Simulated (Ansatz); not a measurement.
The starting structures come from a database of crystals and need not be the phases stable at ambient conditions.

 Where the default PAW files enter, the runs use the earlier of Ansatz's two default sets.

Here is the system:

```yaml
crystal:
  lattice:
    - [5.90215, 0.00000, 0.00000]
    - [0.00000, 6.01299, 0.00000]
    - [0.00000, -2.26702, 5.54990]
  atoms:
    - { symbol: Fe, position: [0.98293, 0.30121, 0.30260] }
    - { symbol: Fe, position: [0.01707, 0.69879, 0.69740] }
    - { symbol: Fe, position: [0.48293, 0.69879, 0.19740] }
    - { symbol: Fe, position: [0.51707, 0.30121, 0.80260] }
    - { symbol: Sb, position: [0.36796, 0.14754, 0.36959] }
    - { symbol: Sb, position: [0.63204, 0.85246, 0.63041] }
    - { symbol: Sb, position: [0.86796, 0.85246, 0.13041] }
    - { symbol: Sb, position: [0.13204, 0.14754, 0.86959] }
    - { symbol: S, position: [0.36268, 0.64167, 0.82917] }
    - { symbol: S, position: [0.63732, 0.35833, 0.17083] }
    - { symbol: S, position: [0.86268, 0.35833, 0.67083] }
    - { symbol: S, position: [0.13732, 0.64167, 0.32917] }
```

Space group of this cell: P2_1/c. The cell is taken as given.

Transport runs along the normal of the first two printed cell vectors.

The gap is the functional's own. No spin-orbit coupling. Mid-gap values are interpolated on the energy grid.

Task: Predict the band gap and the smallest decay constant κ at mid-gap from r2SCAN (Ansatz, a first-principles code).

Result: Gap 0.84 eV on a 6×6×6 mesh; κ = 0.177 1/Å, at (0.000, 0.333) of the in-plane reciprocal vectors. At the zone centre, at the nearest computed energy, the slowest state has κ = 0.27 1/Å.
